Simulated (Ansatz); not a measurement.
Consider La2O3 (space group P-3m1, No. 164; a = 3.906 Å, c = 6.040 Å). Axes: x lies along a and z along c of the hexagonal cell.

Method: PBEsol (Ansatz, a program for electronic structure), no SOC.

It is then changed as follows: tensor shear ε_yz = −1.47 % (engineering shear γ = -0.0294), atoms relaxed at fixed cell.

**Question.** Predict the stress tensor and what it implies for the stiffness.

**Answer.** Stress of the strained cell less that of the base (GPa, compression positive):
```
  -0.81    0.00    0.00
   0.00    0.94    1.92
   0.00    1.92    0.15
```

Then −Δσ/γ with γ = 2ε = -0.0294 gives secant stiffness values (nonlinear terms included at this strain): C44 ≈ 65 GPa.

Stability against distortions was not tested. The base started in C2/m and relaxed to P-3m1 at this level.
